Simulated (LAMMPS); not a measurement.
Pressure dependence of Ni3Al (L1_2) at 990 K, from the crystal.

Method: classical MD, pair style eam/alloy, file NiAlH_jea.eam.alloy, run in LAMMPS.

| P (GPa) | state | volume | coordination number of Al by Ni |
|---|---|---|---|
| 0 | crystal; no diffusion seen in 30 ps | 11.9570 ± 0.0004 Å³/atom | 12.0 (counted to 3.58 Å) |
| 2 | crystal; no diffusion seen in 30 ps | 11.7755 ± 0.0004 Å³/atom | 12.0 (counted to 3.46 Å) |
| 5 | crystal; no diffusion seen in 30 ps | 11.5235 ± 0.0003 Å³/atom | 12.0 (counted to 3.50 Å) |

Caution (rows 2; 5): a run this short can hold a crystal over, or a liquid under, the potential's own melting point, which these runs don't give.

Estimate the isothermal bulk modulus at zero pressure. A parabola P(ln V) through the three points gives −dP/d ln V = 130 GPa at zero pressure.

States go by the mean squared displacement: a species diffuses where it passes 1.5 Å², still rises and gives D over 1e-6 cm²/s; a crystal has left its structure where atoms lie 0.35 Å off their sites on average or a cubic box changes its shape by 3 %, or the axial ratios of another lie 8 % off the starting cell's, which the potential's own relaxation can also do.

Errors shown are sampling errors alone.
